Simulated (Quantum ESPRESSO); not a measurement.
Quantum ESPRESSO run on Co (P6_3/mmc, 2 atoms in the cell): self-consistent single point.

Computed with LDA (PZ), PSlibrary PAW (LDA) pseudopotentials (plane waves; Quantum ESPRESSO 7.5).

```yaml
crystal:
  lattice:
    - [2.45049, 0.00000, 0.00000]
    - [-1.22525, 2.12219, 0.00000]
    - [0.00000, 0.00000, 3.98616]
  atoms:
    - { symbol: Co, position: [0.33333, 0.66667, 0.25000], spin: 3.0 }
    - { symbol: Co, position: [0.66667, 0.33333, 0.75000], spin: 3.0 }
```
(The spins are starting values, not results.)

Reference input (self-consistent single point, DFT, PBE, plane waves, PSlibrary PAW (PBE) pseudopotentials): ecutwfc = 50 Ry; ecutrho = 300 Ry; occupations = smearing; smearing = gauss; degauss = 0.0036749 Ry; nspin = 2; potentials = {Co: Co.pbe-n-kjpaw_psl.1.0.0.UPF}; K_POINTS = automatic 12 12 7 0 0 0; conv_thr = 1e-10 Ry; mixing_beta = 0.3. This run's input differs from it in these lines:

```diff
@@ -13,4 +13,4 @@
     ntyp = 1,
-    ecutwfc = 50,
-    ecutrho = 300,
+    ecutwfc = 55,
+    ecutrho = 330,
     occupations = 'smearing',
@@ -26,3 +26,3 @@
 ATOMIC_SPECIES
-Co    58.9332  Co.pbe-n-kjpaw_psl.1.0.0.UPF
+Co    58.9332  Co.pz-n-kjpaw_psl.1.0.0.UPF
 ATOMIC_POSITIONS {bohr}
```

Log, with long lists cut:

```
     Self-consistent Calculation

     iteration #  1     ecut=    55.00 Ry     beta= 0.30

     Threshold (ethr) on eigenvalues was too large:
     Diagonalizing with lowered threshold

     total energy              =    -314.69370645 Ry
     estimated scf accuracy    <       0.03518654 Ry

     total magnetization       =     3.53 Bohr mag/cell
     absolute magnetization    =     3.53 Bohr mag/cell

     iteration #  2     ecut=    55.00 Ry     beta= 0.30

     total energy              =    -314.71175478 Ry
     estimated scf accuracy    <       0.01153433 Ry

     total magnetization       =     3.42 Bohr mag/cell
   [... lines left out ...]
     absolute magnetization    =     3.34 Bohr mag/cell

   [... 9 blocks of this kind left out ...]

     iteration # 13     ecut=    55.00 Ry     beta= 0.30

     total energy              =    -314.72625942 Ry
     estimated scf accuracy    <          6.6E-10 Ry

     total magnetization       =     2.98 Bohr mag/cell
     absolute magnetization    =     3.17 Bohr mag/cell

     iteration # 14     ecut=    55.00 Ry     beta= 0.30

     Magnetic moment per site  (integrated on atomic sphere of radius R)
     atom   1 (R=0.411)  charge=  7.5979  magn=  1.5339
     atom   2 (R=0.411)  charge=  7.5979  magn=  1.5339
     End of self-consistent calculation

     Number of k-points >= 100: set verbosity='high' to print the bands.

     the Fermi energy is    14.2893 ev

!    total energy              =    -314.72625942 Ry
     estimated scf accuracy    <          4.8E-11 Ry
     smearing contrib. (-TS)   =      -0.00012428 Ry
     internal energy E=F+TS    =    -314.72613514 Ry

     total magnetization       =     2.98 Bohr mag/cell
     absolute magnetization    =     3.17 Bohr mag/cell

     convergence has been achieved in  14 iterations

     Forces acting on atoms (cartesian axes, Ry/au):

     atom    1 type  1   force =     0.00000000   -0.00000000    0.00000000
     atom    2 type  1   force =     0.00000000    0.00000000    0.00000000

     Total force =     0.000000     Total SCF correction =     0.000000

          total   stress  (Ry/bohr**3)                   (kbar)     P=      -95.35
  -0.00057791   0.00000000   0.00000000          -85.01        0.00        0.00
   0.00000000  -0.00057791   0.00000000            0.00      -85.01        0.00
   0.00000000   0.00000000  -0.00078862            0.00        0.00     -116.01

   JOB DONE.
```

The run converged in 14 iterations. Against the reference run the pressure goes from 10.05 to -9.53 GPa and the size of the net moment goes from 1.58 to 1.49 μB/atom.

The starting cell comes from a database of computed structures (which also holds hypothetical and non-ambient phases and stackings), without a prior relaxation at this level. Its lattice was rescaled by a random factor within 2.5 % of one. The magnetic order is the one reached from the typed start; others were not searched systematically. With a pressure of about -10 GPa the cell is away from its equilibrium volume at this level.

Cost on one core of a shared machine: roughly 50 s.
